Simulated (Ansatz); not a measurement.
Hypothetical cubic perovskite BaSnSe3: response to strain

The reference is BaSnSe3 in the cubic perovskite structure (space group Pm-3m, No. 221; a hypothetical phase, not in the database extracts checked).

```
CELL_PARAMETERS angstrom
      5.26995     0.00000     0.00000
      0.00000     5.26995     0.00000
      0.00000     0.00000     5.26995
ATOMIC_POSITIONS crystal
  Ba 0.00000 0.00000 0.00000
  Sn 0.50000 0.50000 0.50000
  Se 0.00000 0.50000 0.50000
  Se 0.50000 0.50000 0.00000
  Se 0.50000 0.00000 0.50000
```

Cartesian axes are those of the cell as printed.

Strains are applied to the cell and any free atomic positions relax; under biaxial strain the out-of-plane vector relaxes too; under stress the whole cell relaxes.

Levels (all Ansatz, an electronic-structure program, PAW): PBEsol (420 eV, scalar-relativistic without spin-orbit coupling); r2SCAN (500 eV, no spin-orbit coupling).

Pressures by level, all at the geometries relaxed with PBEsol:

```json
[
 {"case": "base", "PBEsol": "0.0 GPa", "r2SCAN": "1.2 GPa"},
 {"case": "biaxial strain +1.12 %, plane normal [001], relaxed out of plane", "PBEsol": "-0.8 GPa", "r2SCAN": "0.3 GPa"},
 {"case": "isotropic strain −1.07 %", "PBEsol": "1.7 GPa", "r2SCAN": "3.2 GPa"},
 {"case": "isotropic strain +4.34 %", "PBEsol": "-4.7 GPa", "r2SCAN": "-4.1 GPa"},
 {"case": "uniaxial stress, 3 GPa tension along x", "PBEsol": "-1.0 GPa", "r2SCAN": "0.1 GPa"}
]
```

Single points use the geometry relaxed with PBEsol. Their cutoffs differ, which shifts pressures a little. Without a gap, meshes like the base's 9×9×9 leave anisotropic stresses uncertain by several tenths of a GPa, and small strain energies with them. Beyond what the load breaks, stability against distortions was not tested. The final runs are not spin-polarised. Many cubic perovskites are stable only at high temperature; tilts and polar distortions were not tested.
